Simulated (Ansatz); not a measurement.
**Amorphous Ti₂₀O₄₃Sb₂**

Preparation: random packing, a CHGNet melt and quench, and a DFT relaxation. O atoms were pushed apart under 1.9 Å during the dynamics, to hinder bonds among them. The hot cell started wider than the set density and was brought back towards it in steps. It is the lowest in DFT energy of 2 quenches. It is a model cell: composition and starting density were chosen by hand, and all elements were melted together. No dispersion term was used. Cycles of charging and discharging annealed it further.

Methods: PBE, scalar-relativistic without spin-orbit coupling (Ansatz, a first-principles code); r2SCAN, scalar-relativistic without spin-orbit coupling (Ansatz); HSE06, scalar-relativistic without spin-orbit coupling (Ansatz). Geometry, pressure, stress and energy are those of the PBE run. Its sampling: a 2×2×2 Γ-centred mesh; Fermi-Dirac width 0.02 eV; no spin polarisation. Other functionals are single points at the zone centre (r2SCAN at 500 eV; exact exchange cut at the cell's faces), free to take moments where seeds were set.

Number of atoms in the cell: 65
Density (held, not predicted): 3.81 g/cm³
Volume per atom: 12.65 Å^3
Pressure on a 2×2×2 Γ-centred mesh: 1.51 GPa
Largest force and stress component on that mesh (the relaxation ran on the zone centre alone): 0.12 eV/Å and 2.4 GPa
Gap on a 2×2×2 Γ-centred mesh (PBE): 1.96 eV
Gap at the zone centre (PBE): 2.06 eV
Gap at the zone centre (r2SCAN): 2.26 eV
Gap at the zone centre (HSE06): 3.14 eV

Bonds are counted up to Ti-Ti 3.12 Å, Ti-O 2.40 Å, Ti-Sb 3.09 Å, O-O 1.58 Å, O-Sb 2.46 Å, Sb-Sb 3.25 Å. Two cations that share two anions don't count as bonded, nor two that share one unless they lie closer than Ti-Ti 3.04 Å, Ti-Sb 3.01 Å, Sb-Sb 2.97 Å.

```yaml
Mean coordination of Ti by anions: 5.20 (1 with 4, 14 with 5, 5 with 6)
Mean coordination of O: 2.58 (18 with 2, 25 with 3)
Mean coordination of Sb by anions: 3.50 (1 with 3, 1 with 4)
Mean Ti-O bond: 1.942 Å (spread 0.119 Å, 104 counted)
Mean O-Sb bond: 2.122 Å (spread 0.112 Å, 7 counted)
```

Its density started from a set value of 3.81 g/cm³. The simulated quench (nominally 360 K/ps over its main leg) is rapid and tends to freeze in more defects than a deposited or slowly cooled glass has. A cell of this size samples the disorder only roughly. The volume was held where the preparation left it and the shape relaxed, at a PBE pressure of 1.5 GPa. Stress components on the final sampling reach 2.4 GPa. On a 2×2×2 Γ-centred mesh force components of up to 0.12 eV/Å stay, since the relaxation ran on the zone centre alone. Cycles of charging lowered its energy after that relaxation.
